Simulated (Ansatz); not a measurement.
The parent structure is Mg in the hcp (Mg type) structure (space group P6_3/mmc, No. 194; a = 3.1751 Å, c = 5.1628 Å; relaxed with 0.1 eV smearing). Axes: x lies along a and z along c of the hexagonal cell.

Level of theory: Kohn–Sham DFT with the PBEsol functional, run in Ansatz (a quantum-chemistry and plane-wave program) with PAW and 420 eV plane waves, no spin-orbit coupling.

Before the change:

| Quantity | Result |
|---|---|
| Band gap | zero |

It is then changed as follows: biaxial strain −2.00 %, plane normal [001], relaxed out of plane (Cartesian); in-plane vectors clamped, the third vector and the atoms free.

Question: What happens to the out-of-plane strain, in-plane stress and band gap?

Answer: The out-of-plane strain comes out as +1.07 %; the mean in-plane stress (compression positive) is +1.9 GPa; the band gap remains zero.

No phonon test of stability was made.
